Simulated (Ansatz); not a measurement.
LiAlH4 (within 0.1 Å of I4₁/a, No. 88, 12 atoms in the cell; start mp-1180547), treated with r²SCAN+rVV10 (Ansatz, a quantum-chemistry and plane-wave program, PAW).

Run with plane-wave cutoff 500 eV, 10×10×12 k mesh (along the axes of the cell as run), Fermi–Dirac smearing 0.05 eV, scalar-relativistic PAW data made under PBE.

Cell (relaxed at this level):

```xyz
12
Lattice="3.2150 -5.0995 -0.0286 3.2150 5.0995 -0.0286 -3.1855 0.0000 3.2411" Properties=species:S:1:pos:R:3 pbc="T T T"
Li     2.4186     1.2758     0.7816
Li     0.8259    -1.2758     2.4022
Al     2.4186    -3.8253     0.7816
Al     0.8259     3.8253     2.4022
H     -0.5249    -2.9783     2.6454
H      3.7694     2.9783     0.5385
H      2.1766    -2.9783     2.1591
H      1.0678     2.9783     1.0248
H      2.6629    -0.4278     2.1315
H      0.5815     0.4278     1.0524
H     -1.0112    -0.4278     2.6729
H      4.2557     0.4278     0.5109
```

**Question.** Give the computed band gap.

**Answer.** 
band gap: 4.48 eV (on the SCF k mesh)

Computed values are for the static lattice.

Computing time: about 8 core-minutes (a rough figure).

A start named mp-… is a Materials Project structure, which need not be a measured phase.
